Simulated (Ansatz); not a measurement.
Gap of a HfO2 chain of edge-sharing tetrahedra at several levels, all on one geometry.

Levels: PBE+D3(BJ) (plane waves to 420 eV, PAW; Ansatz, a first-principles code); PBE+D3(BJ) with spin-orbit coupling in Ansatz; r2SCAN (plane waves to 500 eV, PAW; Ansatz); Ansatz with HSE06. Unmarked values and the geometry are of the first. Mesh 1×1×58. No spin polarisation, so a magnetic state wasn't tested. Isolated but for its images some 11 Å away. A hypothetical model. Symmetry and one short period hold its shape; lower forms weren't sought. Pairing along the axis, which can open a gap, is among the distortions not tried. Values not marked SOC lack spin–orbit coupling. HSE06 ran on a 1×1×3 mesh and at PBE's edge points.

```json
[
 {"level": "PBE", "gap (eV)": "4.17"},
 {"level": "PBE+SOC", "gap (eV)": "(withheld)"},
 {"level": "r2SCAN", "gap (eV)": "4.82"},
 {"level": "HSE06", "gap (eV)": "5.73"}
]
```

Task: What belongs in the gaps?

Result: 
- PBE+SOC, gap (eV): 4.15
